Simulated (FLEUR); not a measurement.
Input and output of a self-consistent single point for SrAg3Pd2 (P6/mmm, 6 atoms in the cell) (FLEUR).

Method: PBEsol, all-electron FLAPW (FLEUR), scalar-relativistic valence in FLEUR.

The change in words: lattice scaled by 0.98. Reference geometry:
```
SrAg3Pd2
1.0
    5.54858     0.00000     0.00000
   -2.77429     4.80521     0.00000
    0.00000     0.00000     4.55616
Sr Ag Pd
1 3 2
Direct
  0.00000   0.00000   0.00000
  0.50000   0.00000   0.50000
  0.50000   0.50000   0.50000
  0.00000   0.50000   0.50000
  0.33333   0.66667   0.00000
  0.66667   0.33333   0.00000
```

Reference input (self-consistent single point, DFT, PBEsol, all-electron FLAPW (FLEUR), scalar-relativistic valence): Kmax = 4.1 1/bohr; GmaxXC = 16.4 1/bohr; xcFunctional = PBEs; jspins = 1; l_soc = F; mode = gauss; fermiSmearingEnergy = 0.00734986 Htr; mesh (inpgen div1-3) = 6 6 6; inpgen gamma flag = true; Gmax = 16.4 1/bohr; numbands = 0; maxIterBroyd = 99. This run's input differs from it in these lines:

```diff
@@ -3,5 +3,5 @@
 &input film=f /
-5.5485798644 0.0000000315 0.0000000000
--2.7742899594 4.8052111017 0.0000000000
-0.0000000000 0.0000000000 4.5561600000
+5.4376081941 -0.0000000450 0.0000000000
+-2.7188040580 4.7091068544 0.0000000000
+0.0000000000 0.0000000000 4.4650370000
 1.8897261246
@@ -48,5 +48,5 @@
          <bravaisMatrix>
-            <row-1>   10.4852963241862049     0.0000000595263729     0.0000000000000000</row-1>
-            <row-2>   -5.2426482134936530     9.0805329531004375     0.0000000000000000</row-2>
-            <row-3>    0.0000000000000000     0.0000000000000000     8.6098945798575350</row-3>
+            <row-1>   10.2755902597297979    -0.0000000850376756     0.0000000000000000</row-1>
+            <row-2>   -5.1377950560710932     8.8989222462926083     0.0000000000000000</row-2>
+            <row-3>    0.0000000000000000     0.0000000000000000     8.4376970662056099</row-3>
          </bravaisMatrix>
```

Output (repeated stretches shortened):

```
 Iteration:     1   Distance:      11.77552022 me/bohr^3
 Iteration:     2   Distance:       9.59511752 me/bohr^3
 Iteration:     3   Distance:       4.58466561 me/bohr^3
 Iteration:     4   Distance:       3.48318140 me/bohr^3
 Iteration:     5   Distance:       2.46726405 me/bohr^3
   [... 9 lines left out ...]
 Iteration:    15   Distance:       0.00017807 me/bohr^3
 Iteration:    16   Distance:       0.00009720 me/bohr^3
 Iteration:    17   Distance:       0.00003413 me/bohr^3
 Iteration:    18   Distance:       0.00000318 me/bohr^3
 Run finished successfully
 Stop message:
   Structural relaxation: Done

[file out, last iteration]
             iter=     19
[...]
          total density-effective poten   -4.7914933843E+04
          total charge density-energy d   -8.2771245155E+02
 Updated energy parameters for spin:           1
[...]
 fermi energy and band-weighting factors:
   [... 6 lines left out ...]

[...]
FERMIE:
          first approx. to ef    (T=0)  :   0.339665 htr   (energy of the highest occ. eigenvalue)
          number of occ. states  (T=0)  :       1302
          first approx. to seigv (T=0)  : -40.394784 htr
          sum of weights of occ. states :  46.550926
          sum of semicore charge        :   0.000000 e
          fermi energy=   0.33842 har   work function=  -9.20886 ev
          number of valence electrons=  93.00000
   [... lines left out ...]
          total moment                 =     0.00000
 Direct bandgap for spin            1 :    1.9449189265561162E-002  Htr
 ---->    free energy=                    -29211.6263658087 htr
   [... lines left out ...]
 TOTAL FORCE FOR ATOM TYPE=  1  X=  0.000   Y=  0.000   Z=  0.000
                       FX_TOT= 0.000000 FY_TOT= 0.000000 FZ_TOT= 0.000000
 TOTAL FORCE FOR ATOM TYPE=  2  X=  5.138   Y=  0.000   Z=  4.219
                       FX_TOT= 0.000000 FY_TOT= 0.000000 FZ_TOT= 0.000000
 TOTAL FORCE FOR ATOM TYPE=  3  X=  5.138   Y= -2.966   Z=  0.000
                       FX_TOT= 0.000000 FY_TOT= 0.000000 FZ_TOT= 0.000000
 Structural relaxation: Done
```

The run converged in 18 iterations. FLEUR gives forces in its relaxation mode, with a further iteration, so its stop message speaks of a relaxation. Against the reference run the total energy drops by 1.8 meV/atom.

The starting cell comes from a database of computed structures (which also holds hypothetical and non-ambient phases and stackings), without a prior relaxation at this level. For this run, on top of that: lattice scaled by 0.98. Spin polarisation is off. Values depend on the basis (sphere radii, cutoffs, local orbitals), which need not be converged. The log's line on a gap gives a spacing of levels on this mesh, which the program prints for metals too.

Cost on one core of a shared machine: roughly 9 min.
